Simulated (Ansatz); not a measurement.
# A constructed model of the (0001) surface of hcp Ti, a pseudomorphic layer of Cr in the host's stacking (bottom of the slab: a bare face, its two planes held)

Method: PBE (plane waves to 420 eV, PAW; Ansatz, a first-principles code).

Set-up: 7 atoms, 14.2 Å thick at the start; mesh 15x15x1; 0.1 eV smearing; dipole correction on; 2 atoms held, the rest relaxed; symmetry of the start imposed; spin-polarised, ending with about 2.3 μB a cell; orders that need a larger cell were not tried, no spin-orbit, no U. It is one candidate, not shown to be the stable structure of the face.

The work function of the top face is 3.60 eV and the energy released by relaxation comes out as 0.40 eV. The magnetic moment of the cell is 2.33 μB and the cost comes out as very roughly 11 core-minutes.
